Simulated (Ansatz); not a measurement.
System: Tl2Se (model structure, started from the fluorite type, Fm-3m, No. 225, 3 atoms in the cell). Method: PBE (PAW; Ansatz, an electronic-structure program).

Settings: plane-wave cutoff 520 eV, 14×14×14 k mesh, Fermi–Dirac smearing 0.05 eV, scalar-relativistic PAW data made under PBE.

Cell (relaxed with PBEsol):

```
CELL_PARAMETERS angstrom
      0.00000     3.66795     3.66795
      3.66795     0.00000     3.66795
      3.66795     3.66795     0.00000
ATOMIC_POSITIONS crystal
  Se 0.00000 0.00000 0.00000
  Tl 0.25000 0.25000 0.25000
  Tl 0.75000 0.75000 0.75000
```

Task: Predict the band gap and direct gap at Γ.

Result: 
* **band gap**: 0.12 eV (under three smearing widths, so not firm)
* **direct gap at Γ**: 2.92 eV

Note: the relaxation could raise the start's symmetry but not lower it, so the cell can be a saddle point; cell and atoms aren't relaxed at this level (pressure 2.4 GPa).

Spin–orbit coupling is not included; it can close the smallest gap of 0.12 eV.

The computed numbers hold no vibrational or temperature effects.

Cost on a shared machine: around 16 core-seconds (rough).

A model structure was made by putting elements into a prototype or built by hand; it is no filed structure, need not be a known phase, and can be a saddle point held by its symmetry.
